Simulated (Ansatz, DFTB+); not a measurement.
## Lattice parameter a of bcc Tl (high-temperature phase): levels of theory against measurement

Reference value: 3.882 Å (measured, temperature not stated, copied from a table, unchecked, not corrected to a static lattice; as tabulated in Crystal Structures 1, 7 (1963)).

Problem. Put these levels in order of the lattice parameter a that they give for bcc Tl (high-temperature phase), smallest first: GFN1-xTB as cut by DFTB+, LDA (Ansatz, a first-principles code), PBEsol (Ansatz), r²SCAN (Ansatz), r²SCAN+rVV10 (Ansatz).

Solution. LDA (3.793 Å), PBEsol (3.853 Å), r²SCAN+rVV10 (3.872 Å), r²SCAN (3.920 Å), GFN1-xTB as cut by DFTB+ (4.307 Å)

Differences against the reference: GFN1-xTB as cut by DFTB+ +10.9 %, LDA -2.29 %, PBEsol -0.75 %, r²SCAN +0.98 %, r²SCAN+rVV10 -0.26 %.

The reference isn't brought to a static lattice, while the calculations are for one, so the differences are not the levels' errors alone. A static lattice is as a rule a little smaller than the measured one.  Density-functional levels without +SOC have no spin–orbit coupling. r²SCAN+rVV10, LDA, PBEsol, r²SCAN: symmetry holds this phase in the static calculation, where it need not be a minimum. GFN1-xTB as cut by DFTB+: the cell moved over 20 % in volume from its start. GFN1-xTB as cut by DFTB+: the method was fitted mainly to molecules. GFN1-xTB as cut by DFTB+: codes differ in how they cut the long-range tail of xTB's charge interaction in a crystal, so the value belongs to this code. Cutoffs differ between the levels. Ansatz's density-functional and Hartree–Fock values are scalar-relativistic unless marked +SOC, with PAW data made under PBE.

Differences are worked out from the printed values.
